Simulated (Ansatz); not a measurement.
Density of states of VBiO4 (I4_1/a, 12 atoms in the cell).

```xyz
12
Lattice="-2.5800 2.5800 5.8390 2.5800 -2.5800 5.8390 2.5800 2.5800 -5.8390" Properties=species:S:1:pos:R:3 pbc="T T T"
V      0.0000     0.0000     5.8390
V      2.5800     0.0000     2.9195
Bi     0.0000     0.0000     0.0000
Bi     0.0000     2.5800     2.9195
O      3.3077     1.2899    -0.9241
O      3.8701     0.7277     1.9954
O     -0.7277     1.2901     4.9149
O      1.2899    -0.7277     1.9954
O      1.8523     1.2901     3.8436
O      1.2899     1.8523     0.9241
O      3.3077    -1.2901     3.8436
O      1.2901     0.7277     6.7630
```

Level of theory: PBE, PAW files (plane waves; Ansatz, a quantum-chemistry and plane-wave program).

SCF settings: basis.ecutwfc = 420 eV; kpoints.mp_grid.grid = 6 6 6; hamiltonian.xc = pbe; hamiltonian.pseudopotentials = {kind: paw} (the program's default PAW files); scf.occupations.method = fixed. Keys of the DOS step: output.dos.nscf_kmesh.grid = 9 9 9.

The starting cell comes from a database of computed structures (which also holds hypothetical and non-ambient phases and stackings), without a prior relaxation at this level. Its lattice was rescaled by a random factor within 2.5 % of one. Spin-orbit coupling is off.

Total DOS (both spins), as means of the tabulated values in each energy bin; the zero is the program's Fermi level or highest filled level, and the curve is cut to this window:

(E (eV), states/eV/cell): (-7.80, 0.00); (-7.40, 0.00); (-7.00, 0.00); (-6.60, 0.00); (-6.20, 0.00); (-5.80, 0.00); (-5.40, 0.01); (-5.00, 5.62); (-4.60, 10.2); (-4.20, 5.48); (-3.80, 7.63); (-3.40, 13.4); (-3.00, 16.3); (-2.60, 10.9); (-2.20, 9.09); (-1.80, 6.87); (-1.40, 10.6); (-1.00, 11.9); (-0.60, 8.48); (-0.20, 3.46); (0.20, 0.00); (0.60, 0.00); (1.00, 0.00); (1.40, 0.00); (1.80, 0.00); (2.20, 3.26); (2.60, 7.25); (3.00, 9.44)

The gap on the SCF mesh is 2.10 eV.

Keys are those of Ansatz 0.2.
